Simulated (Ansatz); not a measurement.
An ideal cubic perovskite cell is held by its symmetry; such compounds can tilt or shift off centre at room temperature.

Data:

```
BaTiO3
1.0
    4.00768     0.00000     0.00000
    0.00000     5.66772     0.00000
    0.00000     2.83386     2.83386
Ba Ti O
1 1 3
Direct
  0.50000   0.50000   0.00000
  0.00000   0.00000   0.00000
  0.00000   0.50000   0.50000
  0.00000   0.00000   0.50000
  0.50000   0.00000   0.00000
```

Space group of this cell: Pm-3m, cubic perovskite. The cell is taken as given; by r2SCAN its mean pressure is -1.8 GPa.

Computed with r2SCAN (plane waves, PAW; Ansatz, an electronic-structure program).

The current runs along the normal of the first two printed vectors; no spin-orbit coupling. Scaled by the factor s: all lengths (ions clamped). The meshes follow the cell: 12×12×12 and 8×6 across at s = 0.98, 10×10×10 and 8×6 across at s = 1.00, 10×10×10 and 8×6 across at s = 1.02.

```json
[
 {"s": "0.98", "mean pressure (GPa)": "10.2", "band gap (eV)": "?"},
 {"s": "1.00", "mean pressure (GPa)": "-1.8", "band gap (eV)": "2.15"},
 {"s": "1.02", "mean pressure (GPa)": "-10.8", "band gap (eV)": "2.00"}
]
```

Question: Take the slope of the band gap against ln s from the two given rows, extrapolate to s = 0.98, and say what the run there gives.

Answer: Slope = (2.00 − 2.15) / ln 1.02 = -7.57 eV. The line gives 2.15 + (-7.57) × ln 0.98 = 2.30 eV. The run gives 2.30 eV, as the line does.
